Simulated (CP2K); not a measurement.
A self-consistent single point of K (Im-3m, 1 atom in the cell) with CP2K.

Method of the run: PBE, GPW, DZVP-MOLOPT-SR-GTH basis, GTH-PBE potentials (GTH_POTENTIALS) (CP2K).

The change in words: lattice scaled by 0.98. Reference geometry:
```
K
1.0
    4.62559     0.00000     0.00000
   -1.54186     4.36104     0.00000
   -1.54186    -2.18052     3.77678
K
1
Direct
  0.00000   0.00000   0.00000
```

Reference input (self-consistent single point, DFT PBE, GPW, DZVP-MOLOPT-SR-GTH basis, GTH-PBE potentials (GTH_POTENTIALS)): CUTOFF = 500 Ry; REL_CUTOFF = 60 Ry; SMEAR/METHOD = GAUSSIAN; SIGMA = 0.1 eV; KPOINTS/SCHEME = MACDONALD 12 12 12 0.04166666667 0.04166666667 0.04166666667; XC_FUNCTIONAL = PBE; K/BASIS_SET = DZVP-MOLOPT-SR-GTH-q9; K/POTENTIAL = GTH-PBE-q9; METHOD = GPW; EPS_DEFAULT = 1e-10; NGRIDS = 5; SCF_GUESS = ATOMIC. This run's input differs from it in these lines:

```diff
@@ -62,5 +62,5 @@
     &CELL
-      A 4.62558700 0.00000000 0.00000000
-      B -1.54186200 4.36104500 0.00000000
-      C -1.54186200 -2.18052300 3.77677600
+      A 4.53307500 0.00000000 0.00000000
+      B -1.51102500 4.27382400 0.00000000
+      C -1.51102500 -2.13691200 3.70124000
       PERIODIC XYZ
```

Log, with long lists cut:

```
 SCF WAVEFUNCTION OPTIMIZATION

  Step     Update method      Time    Convergence         Total energy    Change
     1 NoMix/Diag. 0.30E+00      -     0.67046543       -28.2746248566 -2.83E+01
     2 Broy./Diag. 0.30E+00      -     0.00077688       -28.2530680414  2.16E-02
     3 Broy./Diag. 0.30E+00      -     0.00255200       -28.2638500711 -1.08E-02
     4 Broy./Diag. 0.30E+00      -     0.00016248       -28.2595863145  4.26E-03
     5 Broy./Diag. 0.30E+00      -     0.00020607       -28.2587559977  8.30E-04
     6 Broy./Diag. 0.30E+00      -     0.00001054       -28.2584415457  3.14E-04
     7 Broy./Diag. 0.30E+00      -     0.00000687       -28.2585264894 -8.49E-05
     8 Broy./Diag. 0.30E+00      -     0.00000016       -28.2585375950 -1.11E-05
  *** SCF run converged in     8 steps ***

  Overlap energy of the core charge distribution:               0.00000000000000
  Self energy of the core charge distribution:                -57.12419533421033
  Core Hamiltonian energy:                                     13.44132619484173
  Hartree energy:                                              19.72940476500352
  Exchange-correlation energy:                                 -4.30489371312905
  Smearing free energy correction:                             -0.00017950746031
  Fermi energy:                                                 0.05235546804829

  Total energy:                                               -28.25853759496103
  Total energy (extrapolated to sigma->0):                    -28.25844784123088

                     Mulliken Population Analysis

   [... lines left out ...]

 STRESS| Analytical stress tensor [bar]
 STRESS|                        x                   y                   z
 STRESS|      x        2.76134302672E+03  -1.14631137812E-01   3.95211386369E-05
 STRESS|      y       -1.14631137812E-01   2.76134505618E+03   5.58591918313E-05
 STRESS|      z        3.95211386369E-05   5.58591918313E-05   2.76139265414E+03
 STRESS| 1/3 Trace                                             2.76136024568E+03
```

The run converged in 8 iterations. Against the reference run the free energy rises by 4.2 meV/atom and the pressure goes from 0.03 to 0.28 GPa.

The starting cell comes from a database of computed structures (which also holds hypothetical and non-ambient phases and stackings), without a prior relaxation at this level. Its lattice was rescaled by a random factor within 2.5 % of one. For this run, on top of that: lattice scaled by 0.98. Values carry the incompleteness of an atom-centred basis.
